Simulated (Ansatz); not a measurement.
Nb₂AlC (space group P6_3/mmc, No. 194; a cell from a computed database, its experimental status unchecked)

```cif
data_C2Al2Nb4
_chemical_formula_sum 'Al2 Nb4 C2'
_space_group_name_H-M_alt 'P 1'
_space_group_IT_number 1
_cell_length_a 3.09280
_cell_length_b 3.09280
_cell_length_c 13.84724
_cell_angle_alpha 90.000
_cell_angle_beta 90.000
_cell_angle_gamma 120.000
loop_
_space_group_symop_operation_xyz
  'x, y, z'
loop_
_atom_site_label
_atom_site_type_symbol
_atom_site_fract_x
_atom_site_fract_y
_atom_site_fract_z
_atom_site_occupancy
Al1 Al 0.33333 0.66667 0.75000 1
Al2 Al 0.66667 0.33333 0.25000 1
Nb1 Nb 0.33333 0.66667 0.08873 1
Nb2 Nb 0.66667 0.33333 0.91127 1
Nb3 Nb 0.66667 0.33333 0.58873 1
Nb4 Nb 0.33333 0.66667 0.41127 1
C1 C 0.00000 0.00000 0.00000 1
C2 C 0.00000 0.00000 0.50000 1
```

Level of theory: PBEsol, PAW, 420 eV (Ansatz, a program for electronic structure; spin-orbit coupling left out). k-mesh 17×17×4 (Γ-centred); smearing 0.05 eV (Fermi–Dirac).

- Volume per atom = 14.34 Å³
- Density = 6.51 g/cm³
- Band gap = zero
- Total energy = -2441.117 eV/atom (σ→0; compares only within this code and set-up)

No phonon test of stability was made. The final runs are not spin-polarised.
